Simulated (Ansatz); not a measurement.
GaP (F-43m), HSE06 with spin-orbit coupling, rigid bands (Ansatz, a quantum-chemistry and plane-wave program): N_v = 2.06e19 cm⁻³ at 300 K and a hole conductivity mass of 0.477 mₑ.

Question: For 1e17 holes per cm³ at 300 K, place the Fermi level, estimate the Seebeck coefficient of a parabolic band with constant τ, and give mobility and conductivity for τ = 5 fs.

Answer: The level lies k_BT ln(N_v/p) = 0.138 eV above the valence-band maximum. S ≈ +(k_B/e)[ln(N_v/p) + 5/2] = 675 μV/K, against 701 μV/K from the full bands (mean over directions). μ = eτ/m = 18.4 cm²/(V·s) and σ = peμ = 0.295 S/cm. τ is assumed, not computed.

Band transport and this doping are assumed; polarons and phonon drag are left out. Geometry: cell and atoms relaxed with PBEsol.
